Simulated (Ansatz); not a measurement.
An Ansatz (a first-principles code) input (PBEsol-D3(BJ), PAW, 420 eV (Ansatz; scalar-relativistic without spin-orbit coupling)):

Ansatz 0.2 input:
```yaml
crystal:
  lattice:
    - [2.4354169389, 0, 0]
    - [-1.2177084694, 2.1289320055, 0]
    - [0, 0, 6.563482343]
  atoms:
    - { symbol: C, position: [0, 0, 0.25] }
    - { symbol: C, position: [0, 0, 0.75] }
    - { symbol: C, position: [0.3333333333, 0.6666666667, 0.25] }
    - { symbol: C, position: [0.6666666667, 0.3333333333, 0.75] }
basis: { ecutwfc: 420, ecutrho_ratio: 4, xc_grid: 2, fft_grid_basis: typed }
kpoints: { mp_grid: { grid: [15, 15, 5] } }
hamiltonian:
  xc: pbesol
  dispersion: d3bj
  pseudopotentials: { kind: paw }
scf: { occupations: { method: fermi_dirac, width: 0.05 }, convergence: { dr2_threshold: 0.0000000004 } }
relax: { f_tol: 0.005, max_steps: 50 }
output: { forces: true, stress: true }
checkpoint: { write: state.ck, write_every: 1000 }
```

Which symmetry and how many k-points will the program report, and about how many plane waves at Γ?

Space group Cmcm (ITA 63) with 8 operations, k-points 192 of 1125, and 651 plane waves at Γ.

And the final pressure?

4.31 GPa (compression positive).

A case with no gap was solved on a k-mesh chosen for an insulator, which is coarse for it. The cells carry an imposed strain or load. Stability against distortions was not tested. The cell was made from C in the graphite type structure (space group P6_3/mmc, No. 194; layered, stacked along the Cartesian z axis) by this change: uniaxial strain ε_xx = −0.93 %.
